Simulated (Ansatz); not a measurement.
**How the lattice parameter a of AlP (model structure, started from the WC type, P-6m2, No. 187, 2 atoms in the cell) moves with the method**

No measured value is used here.

| level (code) | value (Å) |
|---|---|
| PBE (Ansatz) | 3.570 |
| PBEsol (Ansatz) | 3.534 |
| PBE-D3(BJ) (Ansatz) | [?] |

Task: Fill in the missing entries.

Result: 
- PBE-D3(BJ) (Ansatz, a first-principles code), value (Å): 3.514

Ansatz's density-functional and Hartree–Fock values are scalar-relativistic unless marked +SOC, with PAW data made under PBE.

A model structure was made by putting elements into a prototype or built by hand; it is no filed structure, need not be a known phase, and can be a saddle point held by its symmetry.
